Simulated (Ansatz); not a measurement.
## Pressure series in Hf3N4

Take Hf₃N₄ (space group I-43d, No. 220) as the base.

```
CELL_PARAMETERS angstrom
     -3.32557     3.32557     3.32557
      3.32557    -3.32557     3.32557
      3.32557     3.32557    -3.32557
ATOMIC_POSITIONS crystal
  Hf 0.87500 0.25000 0.12500
  Hf 0.75000 0.37500 0.62500
  Hf 0.62500 0.75000 0.37500
  Hf 0.25000 0.12500 0.87500
  Hf 0.12500 0.87500 0.25000
  Hf 0.37500 0.62500 0.75000
  N  0.50000 0.00000 0.63945
  N  0.00000 0.13945 0.50000
  N  0.86055 0.86055 0.86055
  N  0.13945 0.50000 0.00000
  N  0.00000 0.63945 0.50000
  N  0.50000 0.00000 0.13945
  N  0.63945 0.50000 0.00000
  N  0.36055 0.36055 0.36055
```

Cell and atoms are relaxed at each pressure.

Method: PBEsol, PAW, 420 eV (Ansatz, a program for electronic structure; spin-orbit coupling left out).

Notes on the quantities. electron mass: degenerate bands, along [100]; enthalpy: H = E + PV relative to the base's energy.

```json
[
 {"variant": "base", "lattice parameter a": "6.651 Å", "electron mass": "0.29, 0.42 mₑ (at Γ)", "enthalpy": "–"},
 {"variant": "pressure −2 GPa", "lattice parameter a": "6.669 Å", "electron mass": "0.30, 0.43 mₑ (at Γ)", "enthalpy": "-0.13 eV/atom"},
 {"variant": "pressure −1 GPa", "lattice parameter a": "6.660 Å", "electron mass": "0.29, 0.43 mₑ (at Γ)", "enthalpy": "-0.07 eV/atom"},
 {"variant": "pressure 0.3 GPa", "lattice parameter a": "6.649 Å", "electron mass": "0.29, 0.42 mₑ (at Γ)", "enthalpy": "+0.02 eV/atom"},
 {"variant": "pressure 0.7 GPa", "lattice parameter a": "6.645 Å", "electron mass": "0.29, 0.42 mₑ (at Γ)", "enthalpy": "+0.05 eV/atom"},
 {"variant": "pressure 1.5 GPa", "lattice parameter a": "6.638 Å", "electron mass": "0.29, 0.42 mₑ (at Γ)", "enthalpy": "+0.10 eV/atom"},
 {"variant": "pressure 3 GPa", "lattice parameter a": "6.626 Å", "electron mass": "0.28, 0.42 mₑ (at Γ)", "enthalpy": "+0.20 eV/atom"},
 {"variant": "pressure 5 GPa", "lattice parameter a": "6.610 Å", "electron mass": "0.29, 0.43 mₑ (at Γ)", "enthalpy": "+0.32 eV/atom"}
]
```

With Hf present, leaving out spin-orbit coupling can change the band edges. The levels and masses belong to the bands next to the band gap. Load acts through the strain it causes; cell and atoms are relaxed under it. Masses are band curvatures over ±0.01 Å⁻¹ around the edge. Stability against distortions was not tested. Competing high-pressure phases were not computed.
